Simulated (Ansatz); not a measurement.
Start from SiC (space group P6_3mc, No. 186).

```yaml
crystal:
  lattice:
    - [3.07812, 0.00000, 0.00000]
    - [-1.53906, 2.66573, 0.00000]
    - [0.00000, 0.00000, 10.07618]
  atoms:
    - { symbol: Si, position: [0.00000, 0.00000, 0.00032] }
    - { symbol: Si, position: [0.00000, 0.00000, 0.50032] }
    - { symbol: Si, position: [0.66667, 0.33333, 0.75025] }
    - { symbol: Si, position: [0.33333, 0.66667, 0.25025] }
    - { symbol: C, position: [0.00000, 0.00000, 0.81285] }
    - { symbol: C, position: [0.00000, 0.00000, 0.31285] }
    - { symbol: C, position: [0.66667, 0.33333, 0.56221] }
    - { symbol: C, position: [0.33333, 0.66667, 0.06221] }
```

Calculations: Ansatz (a first-principles code) PBEsol, scalar-relativistic without spin-orbit coupling, earlier PAW set.

Before the change:

* **c/a ratio**: 3.273
* **Band gap**: 2.12 eV

One thing is altered: cell and atoms relaxed at a pressure of 30 GPa.

**Question.** Predict the new c/a ratio and band gap.

**Answer.** The c/a ratio decreases by 0.002, from 3.273 to 3.271; the band gap grows by 0.017 eV, from 2.12 eV to 2.13 eV.

Load acts through the strain it causes; cell and atoms are relaxed under it. No phonon test of stability was made. No other phases were tried under pressure.
